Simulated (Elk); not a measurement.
Elk run on La₂AsI₂ (P-3m1, 5 atoms in the cell): self-consistent single point.

Level of theory: PBEsol, all-electron FP-LAPW, Elk's shipped species files, APW+lo basis with extra local orbitals run with Elk.

```yaml
crystal:
  lattice:
    - [4.47682, 0.00000, 0.00000]
    - [-2.23841, 3.87704, 0.00000]
    - [0.00000, 0.00000, 11.34196]
  atoms:
    - { symbol: La, position: [0.33333, 0.66667, 0.14806] }
    - { symbol: La, position: [0.66667, 0.33333, 0.85194] }
    - { symbol: As, position: [0.00000, 0.00000, 0.00000] }
    - { symbol: I, position: [0.33333, 0.66667, 0.66483] }
    - { symbol: I, position: [0.66667, 0.33333, 0.33517] }
```

Reference input (self-consistent single point, DFT, LDA (PW92), all-electron FP-LAPW, Elk's shipped species files, APW+lo basis with extra local orbitals): xctype = 3; rgkmax = 7.5; stype = 3; swidth = 0.00367493 Ha; ngridk = 6 6 2; gmaxvr = 14 1/bohr; nxlo = 2; lorbcnd = true; lmaxi = 2. This run's input differs from it in these lines:

```diff
@@ -4,3 +4,3 @@
 xctype
-  3
+  22
```

Log, with long lists cut:

```
│ Self-consistent loop started │
│ Loop number : 1 │
 total energy                :     -33515.0256521
│ Loop number : 2 │
 total energy                :     -33514.3864779
RMS change in Kohn-Sham potential (target) :   0.1843075891     (  0.1000000000E-05)
Absolute change in total energy (target)   :   0.6391742512     (  0.1000000000E-03)
│ Loop number : 3 │
 total energy                :     -33513.2301491
RMS change in Kohn-Sham potential (target) :   0.1775015713     (  0.1000000000E-05)
Absolute change in total energy (target)   :    1.316122367     (  0.1000000000E-03)
│ Loop number : 4 │
   [... lines left out ...]
Absolute change in total energy (target)   :   0.1432824174E-02 (  0.1000000000E-03)
│ Loop number : 15 │
 total energy                :     -33481.0170054
RMS change in Kohn-Sham potential (target) :   0.9708900647E-06 (  0.1000000000E-05)
Absolute change in total energy (target)   :   0.2850421879E-03 (  0.1000000000E-03)
│ Loop number : 16 │
 total energy                :     -33481.0170121
RMS change in Kohn-Sham potential (target) :   0.7281240496E-07 (  0.1000000000E-05)
Absolute change in total energy (target)   :   0.6464423495E-04 (  0.1000000000E-03)
Convergence targets achieved

│ Loop number : 17 │

Energies :
 Fermi                       :     0.194493542088
 total energy                :     -33481.0170116

Density of states at Fermi energy :    68.92434073
 (states/Hartree/unit cell)

Estimated indirect band gap :   0.5627738182E-02
 from k-point     13 to k-point     12
Estimated direct band gap   :   0.3243959399E-01
 at k-point     13

Charges :
 core                        :    182.0000000
 valence                     :    71.00000000
 interstitial                :    10.60625588
 muffin-tins (core leakage)
  species :    1 (La)
   atom    1                 :    54.48581479     (  0.2224485981E-03)
   atom    2                 :    54.48581479     (  0.2224485981E-03)
  species :    2 (As)
   atom    1                 :    31.54940875     (  0.1448780079E-03)
  species :    3 (I)
   atom    1                 :    50.93635290     (  0.2028923348E-03)
   atom    2                 :    50.93635290     (  0.2028923348E-03)
 total in muffin-tins        :    242.3937441
 total calculated charge     :    252.9866944
 total charge                :    253.0000000
 error                       :   0.1330557516E-01

│ Self-consistent loop stopped │
```

The run converged in 17 iterations. The count includes the last loop, which Elk runs after its targets are met. 

The starting cell comes from a database of computed structures (which also holds hypothetical and non-ambient phases and stackings), without a prior relaxation at this level. Its lattice was rescaled by a random factor within 2.5 % of one. Spin-orbit coupling is off. Values depend on the basis (sphere radii, cutoffs, local orbitals), which need not be converged. The log's line on a gap gives a spacing of levels on this mesh, which the program prints for metals too.
